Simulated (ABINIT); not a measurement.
ABINIT run on Rh2BaB2 (I4/mmm, 5 atoms in the cell): self-consistent single point.

Level of theory: PBEsol, norm-conserving pseudopotentials (PseudoDojo nc-sr-04 PBEsol standard) (plane waves; ABINIT 10.0.3).

The change in words: lattice scaled by 1.015. Reference geometry:
```xyz
5
Lattice="-1.9575 1.9575 5.6250 1.9575 -1.9575 5.6250 1.9575 1.9575 -5.6250" Properties=species:S:1:pos:R:3 pbc="T T T"
Rh     0.0000     1.9575     2.8125
Rh     1.9575     0.0000     2.8125
Ba     0.0000     0.0000     0.0000
B      0.0000     0.0000     3.5888
B      0.0000     0.0000     7.6613
```

Reference input (self-consistent single point, DFT, PBEsol, plane waves, norm-conserving pseudopotentials (PseudoDojo nc-sr-04 PBEsol standard)): pseudos = [Rh.upf, Ba.upf, B.upf]; ecut = 44 Ha; ixc = -116133; occopt = 7; tsmear = 0.272 eV; ngkpt = 5 5 5; nshiftk = 1; shiftk = 0 0 0; potentials = PseudoDojo nc-sr-04 PBEsol standard; nband = 33; kptopt = 1; nstep = 100. This run's input differs from it in these lines:

```diff
@@ -5,5 +5,5 @@
 rprim
-        -1.9575000000    1.9575000000    5.6250000000
-         1.9575000000   -1.9575000000    5.6250000000
-         1.9575000000    1.9575000000   -5.6250000000
+        -1.9868620000    1.9868620000    5.7093750000
+         1.9868620000   -1.9868620000    5.7093750000
+         1.9868620000    1.9868620000   -5.7093750000
 natom 5
```

Output (repeated stretches shortened):

```
--- !BeginCycle
solver: {iscf: 7, nstep: 100, nline: 4, wfoptalg: 0, }
tolerances: {toldfe: 1.00E-09, }
...

     iter   Etot(hartree)      deltaE(h)  residm     vres2
 ETOT  1  -267.20272536513    -2.672E+02 1.203E-01 1.141E+04
 ETOT  2  -265.26277374219     1.940E+00 7.601E-02 6.092E+04
 ETOT  3  -268.25086223974    -2.988E+00 2.697E-02 3.616E+03
 ETOT  4  -268.34587455045    -9.501E-02 1.955E-02 1.380E+03
 ETOT  5  -268.37697283597    -3.110E-02 5.377E-03 5.275E+02
   [... 6 lines left out ...]
 ETOT 12  -268.39508526927    -2.189E-08 3.960E-04 1.789E-06
 ETOT 13  -268.39508527121    -1.932E-09 6.695E-04 4.165E-06
 ETOT 14  -268.39508527184    -6.332E-10 2.882E-04 7.495E-08
 ETOT 15  -268.39508527196    -1.156E-10 4.235E-04 1.649E-08
 At SCF step   15, etot is converged :
  for the second time, diff in etot=  1.156E-10 < toldfe=  1.000E-09

 Cartesian components of stress tensor (hartree/bohr^3)
  sigma(1 1)=  3.27332247E-04  sigma(3 2)=  0.00000000E+00
  sigma(2 2)=  3.27332247E-04  sigma(3 1)=  0.00000000E+00
  sigma(3 3)=  1.38727720E-04  sigma(2 1)=  0.00000000E+00

 ----iterations are completed or convergence reached----

 reduced coordinates (array xred) for    5 atoms
       0.750000000000      0.250000000000      0.500000000000
       0.250000000000      0.750000000000      0.500000000000
       0.000000000000      0.000000000000      0.000000000000
       0.319000000000      0.319000000000      0.000000000000
       0.681000000000      0.681000000000      0.000000000000
 cartesian forces (eV/Angstrom) at end:
   [... lines left out ...]
 Fermi (or HOMO) energy (hartree) =   0.33617   Average Vxc (hartree)=  -0.40676
 Fermi (or HOMO) energy (eV) =   9.14778   Average Vxc (eV)= -11.06845
   [... lines left out ...]
total_energy        : -2.68395085271956E+02
total_energy_eV     : -7.30340169147262E+03
band_energy         : -2.38499163602737E+01
...

-Cartesian components of stress tensor (GPa)         [Pressure= -7.7808E+00 GPa]
- sigma(1 1)=  9.63044559E+00  sigma(3 2)=  0.00000000E+00
- sigma(2 2)=  9.63044559E+00  sigma(3 1)=  0.00000000E+00
- sigma(3 3)=  4.08150973E+00  sigma(2 1)=  0.00000000E+00

 Calculation completed.
```

The run converged in 15 iterations. Against the reference run the free energy goes up by 25.4 meV/atom, the pressure goes from -2.42 to -7.78 GPa and the largest force goes from 0.052 to 0.464 eV/Å.

The starting cell comes from a database of published, mostly measured structures (it also holds non-ambient and calculated ones), without a prior relaxation at this level. For this run, on top of that: lattice scaled by 1.015. Spin polarisation is off.

Cost on one core of a shared machine: roughly 9 min.
